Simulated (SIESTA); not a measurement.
Band structure of ScCoC2 (P4/nmm, 8 atoms in the cell).

```yaml
crystal:
  lattice:
    - [3.30270, 0.00000, 0.00000]
    - [0.00000, 3.30270, 0.00000]
    - [0.00000, 0.00000, 7.09530]
  atoms:
    - { symbol: Sc, position: [0.50000, 0.00000, 0.65433] }
    - { symbol: Sc, position: [0.00000, 0.50000, 0.34567] }
    - { symbol: Co, position: [0.50000, 0.50000, 0.00000] }
    - { symbol: Co, position: [0.00000, 0.00000, 0.00000] }
    - { symbol: C, position: [0.00000, 0.50000, 0.85013] }
    - { symbol: C, position: [0.50000, 0.00000, 0.14987] }
    - { symbol: C, position: [0.50000, 0.00000, 0.34670] }
    - { symbol: C, position: [0.00000, 0.50000, 0.65330] }
```

Method of the run: GGA PBEsol, numerical atomic orbitals DZP, PseudoDojo PBEsol standard norm-conserving potentials (rewritten from UPF to PSML) (SIESTA).

Settings: XC.functional = GGA; XC.authors = PBEsol; potentials = PseudoDojo PBEsol standard; PAO.BasisSize = DZP; PAO.EnergyShift = 0.01 Ry; MeshCutoff = 350 Ry; kgrid.MonkhorstPack = 9 9 4; OccupationFunction = MP; OccupationMPOrder = 0; ElectronicTemperature = 0.1 eV; MaxSCFIterations = 150; SCF.Mixer.Method = Pulay; SCF.Mixer.Weight = 0.25; SCF.Mixer.History = 8.

The starting cell comes from a database of computed structures (which also holds hypothetical and non-ambient phases and stackings), without a prior relaxation at this level. Its lattice was rescaled by a random factor within 2.5 % of one. Spin polarisation is off. Values carry the incompleteness of an atom-centred basis.

Levels in eV from the Fermi level, bands 33 to 38:
```json
[
 {"point": "Γ", "33": "-0.21", "34": "-0.21", "35": "-0.18", "36": "0.33", "37": "0.35", "38": "0.35"},
 {"point": "X", "33": "-1.65", "34": "-1.65", "35": "-1.38", "36": "-1.38", "37": "1.69", "38": "1.69"},
 {"point": "M", "33": "-1.63", "34": "-1.63", "35": "-0.61", "36": "-0.61", "37": "0.87", "38": "0.87"},
 {"point": "Z", "33": "-0.60", "34": "-0.60", "35": "-0.49", "36": "-0.17", "37": "0.74", "38": "1.40"},
 {"point": "R", "33": "-1.82", "34": "-1.82", "35": "-1.41", "36": "-1.41", "37": "1.32", "38": "1.32"},
 {"point": "A", "33": "-1.14", "34": "-1.14", "35": "-0.61", "36": "-0.61", "37": "-0.09", "38": "-0.09"}
]
```

Bands cross the Fermi level along this path, so the cell is metallic at this level.

Higher empty bands are left out: an atom-centred basis made for the valence describes them poorly.
